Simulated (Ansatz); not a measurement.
hypothetical P4/mmm BaTiHO2 with two functionals, biaxial strain −2.63 %, plane normal [001], relaxed out of plane

Start from BaTiHO₂ (space group P4/mmm, No. 123; a = 4.046 Å, c = 3.986 Å; ferromagnetic; a hypothetical phase, not in the database extracts checked). Axes: x, y, z lie along a, b, c of the conventional cell.

(Cell as relaxed with PBE.)

Levels (all Ansatz, a quantum-chemistry and plane-wave program, PAW): PBE (420 eV, without spin-orbit coupling); PBEsol (420 eV, no SOC).

Each level relaxes its own structure.

| base | PBE | PBEsol |
|---|---|---|
| volume per atom | 13.05 Å³ | 12.49 Å³ |
| lattice parameter a | 404.6 pm | 399.4 pm |
| band gap | zero | zero |
| largest site moment | 0.49 μB | 0.35 μB |

Now apply this change: compressive biaxial strain of 2.63 % in the plane normal to [001], as in epitaxy on a mismatched substrate; the out-of-plane cell vector and the atoms relax.

| quantity | PBE | PBEsol |
|---|---|---|
| pressure (mean of the normal stresses, compression positive) | 6.3 GPa | (withheld) |
| energy relative to the base (free energy F) | +19 meV/atom | (withheld) |
| volume per atom | 12.61 Å³ | (withheld) |

Question: Given the PBE results, estimate those of PBEsol.

Answer: 
- pressure (mean of the normal stresses, compression positive), PBEsol: 7.2 GPa
- energy relative to the base (free energy F), PBEsol: +21 meV/atom
- volume per atom, PBEsol: 12.05 Å³

PBE's pressure lies 0.9 GPa below PBEsol's; PBE's energy relative to the base lies 1.7 meV/atom below PBEsol's; PBE's volume per atom lies 0.56 Å³ above PBEsol's (4.7 %). Neither level is exact; PBEsol is the comparison here, not a measurement.

Other magnetic orders, which the real material may have, were not ruled out. Without a gap, meshes like the base's 12×12×12 leave anisotropic stresses uncertain by several tenths of a GPa, and small strain energies with them. Whether these cells are dynamically stable was not tested. No Hubbard U is applied, and correlation can decide whether such a compound is a metal.
